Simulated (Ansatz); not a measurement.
The parent structure is Cu3N (space group Pm-3m, No. 221; a = 3.7209 Å). Axes: x, y, z lie along the cube axes.

Calculations: LDA (Ansatz, an electronic-structure program), no SOC.

Strains are applied to the cell and any free atomic positions relax; under biaxial strain the out-of-plane vector relaxes too.

One change was made to it. Results:

```json
[
 {"quantity": "band gap", "base": "zero", "after": "zero"},
 {"quantity": "energy relative to the base (free energy F)", "base": "0 meV/atom", "after": "+3.1 meV/atom"},
 {"quantity": "volume per atom", "base": "12.88 Å³", "after": "12.99 Å³"},
 {"quantity": "pressure (mean of the normal stresses, compression positive)", "base": "0.0 GPa", "after": "-1.3 GPa"}
]
```

### Question
Which change produced these results?
(A) biaxial strain +2.00 %, plane normal [111], relaxed out of plane
(B) biaxial strain +1.00 %, plane normal [111], relaxed out of plane
(C) biaxial strain +1.50 %, plane normal [111], relaxed out of plane

### Answer
A, biaxial strain +2.00 %, plane normal [111], relaxed out of plane. For comparison, the energy relative to the base in the other runs: biaxial strain +1.50 %, plane normal [111], relaxed out of plane gives +1.8 meV/atom; biaxial strain +1.00 %, plane normal [111], relaxed out of plane gives +0.8 meV/atom.

Stability against distortions was not tested. All final runs are without spin polarisation. A zero or small gap of Cu3N can be the functional's error rather than a property of the material.
